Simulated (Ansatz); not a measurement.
Base system: Sc in the hcp (Mg type) structure (space group P6_3/mmc, No. 194; a = 3.318 Å, c = 5.186 Å; relaxed with 0.1 eV smearing).

Level of theory: DFT with PBE, PAW potentials and a 420 eV plane-wave cutoff in Ansatz (an electronic-structure program), spin-orbit coupling left out.

Base values:

| Item | Value |
|---|---|
| Pressure | 0.0 GPa |
| Band gap | zero |

Now apply this change: an isotropic linear strain of +1.50 %; the atoms relax in the strained cell.

Question: What does the calculation give for the pressure after the change?

Answer: The pressure (mean of the normal stresses, compression positive) goes from zero to -2.2 GPa.

Question: What does the calculation give for the energy relative to the base after the change?

Answer: The energy grows by 8.1 meV/atom.

Question: What happens to the band gap?

Answer: The band gap remains zero.

Stability against distortions was not tested. The final runs are not spin-polarised.
